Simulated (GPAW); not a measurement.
GPAW is run on Na₂CdSn (P6_3/mmc, 8 atoms in the cell), and the run fails. The aim is a self-consistent single point with DFT PBEsol, real-space grid, GPAW PAW datasets PBEsol (made by gpaw-setup).

This input was run:

```python
from ase import Atoms
from gpaw import GPAW

atoms = Atoms(['Na', 'Na', 'Na', 'Na', 'Cd', 'Cd', 'Sn', 'Sn'],
              cell=[[4.985330, 0.000000, 0.000000],
                    [-2.492665, 4.317422, 0.000000],
                    [0.000000, 0.000000, 10.042480]],
              positions=[[0.666667, 0.333333, 0.582750],
                         [0.333333, 0.666667, 0.417250],
                         [0.333333, 0.666667, 0.082750],
                         [0.666667, 0.333333, 0.917250],
                         [0.000000, 0.000000, 0.750000],
                         [0.000000, 0.000000, 0.250000],
                         [0.333333, 0.666667, 0.750000],
                         [0.666667, 0.333333, 0.250000]],
              pbc=True)

calc = GPAW(mode='fd',
            h=0.18,
            xc='PBEsol',
            kpts=(6, 6, 2),
            occupations={'name': 'marzari-vanderbilt', 'width': 0.05},
            nbands=-6,
            convergence={'forces': 0.001, 'bands': -4},
            symmetry={'symmorphic': False, 'tolerance': 0.0005},
            maxiter=150)

atoms.calc = calc

energy = atoms.get_potential_energy()
print('Energy (eV):', round(energy, 6))
forces = atoms.get_forces()
print('Forces (eV/Ang):')
print(forces.round(5))
```

Output, abridged:

```
Input parameters:
  convergence: {bands: -4,
                forces: 0.001}
  h: 0.18
  kpts: [6 6 2]
  maxiter: 150
  mode: fd
  nbands: -6
  occupations: {name: marzari-vanderbilt,
                width: 0.05}
  symmetry: {symmorphic: False,
             tolerance: 0.0005}
  xc: PBEsol

species:
  Na:
    name: Sodium
    Z: 11.0
    valence: 7
   [... lines left out ...]
 Maximum integral of absolute [eigenst]ate change: 4e-08 eV^2 / valence electron
 Maximum change in the atomic [forces] across last 2 cycles: 0.001 eV/Ang OR
Maximum error relative to the maximum force is below inf
 Maximum number of scf [iter]ations: 150

Symmetries present (total): 1
Symmetries with fractional translations: 0
72 k-points: 6 x 6 x 2 Monkhorst-Pack grid
36 k-points in the irreducible part of the Brillouin zone
       k-points in crystal coordinates                weights
   0:     0.08333333   -0.41666667   -0.25000000          2/72
   1:     0.08333333   -0.41666667    0.25000000          2/72
   2:     0.08333333   -0.25000000   -0.25000000          2/72
   [... 7 lines left out ...]
          ...
  35:     0.41666667    0.41666667    0.25000000          2/72

Wave functions: Uniform real-space grid
  Kinetic energy operator: 8*3+1=25 point O(h^6) finite-difference Laplacian

Occupation numbers: Marzari-Vanderbilt:
  width: 0.0500  # eV

Eigensolver

Densities:
  Coarse grid: 24*24*56 grid
  Fine grid: 48*48*112 grid
  Total Charge: 0.000000

Density mixing:
  Method: separate
  Backend: pulay
  Linear mixing parameter: 0.05
  old densities: 5
  Damping of long wavelength oscillations: 50

Hamiltonian:
  XC and Coulomb potentials evaluated on a 48*48*112 grid
  Interpolation: tri-quintic (5. degree polynomial)
  Poisson solver: FastPoissonSolver using
    Stencil: 8*3+1=25 point O(h^6) finite-difference Laplacian
    FFT axes: [np.int64(0), np.int64(1), np.int64(2)]
    FST axes: []

XC parameters: PBEsol with 2 nearest neighbor stencil

Number of atoms: 8
Number of atomic orbitals: 64
Number of bands in calculation: 46
Number of valence electrons: 80
Bands to converge: 42

Density initialized from atomic densities
Traceback (most recent call last):
   [... frames left out ...]
numpy.linalg.LinAlgError: The leading minor of order 25 of B is not positive definite. The factorization of B could not be completed and no eigenvalues or eigenvectors were computed.
```

Task: From the messages shown, name the fault and mend the input.

Result: The fault is this: fractional coordinates typed as Cartesian; here the program stops on it instead of giving results. To fix it, make label and numbers agree, by changing either. The program stopped with an error.

An input that runs soundly differs in these lines (not the only fix; some lines may just follow from the change or write a value another way):
```diff
-              positions=[[0.666667, 0.333333, 0.582750],
-                         [0.333333, 0.666667, 0.417250],
-                         [0.333333, 0.666667, 0.082750],
-                         [0.666667, 0.333333, 0.917250],
-                         [0.000000, 0.000000, 0.750000],
-                         [0.000000, 0.000000, 0.250000],
-                         [0.333333, 0.666667, 0.750000],
-                         [0.666667, 0.333333, 0.250000]],
+              scaled_positions=[[0.666667, 0.333333, 0.582750],
+                                [0.333333, 0.666667, 0.417250],
+                                [0.333333, 0.666667, 0.082750],
+                                [0.666667, 0.333333, 0.917250],
+                                [0.000000, 0.000000, 0.750000],
+                                [0.000000, 0.000000, 0.250000],
+                                [0.333333, 0.666667, 0.750000],
+                                [0.666667, 0.333333, 0.250000]],
-            nbands=-6,
-            convergence={'forces': 0.001, 'bands': -4},
+            nbands=-14,
+            convergence={'forces': 0.001},
```

With that input, the run converged in 30 iterations: free energy E − TS (from the program's reference atoms) -19.2886 eV; largest force (vector length) 0.009 eV/Å (DFT PBEsol, real-space grid, GPAW PAW datasets PBEsol (made by gpaw-setup)).

On the sound input: the starting cell comes from a database of computed structures (which also holds hypothetical and non-ambient phases and stackings), without a prior relaxation at this level.
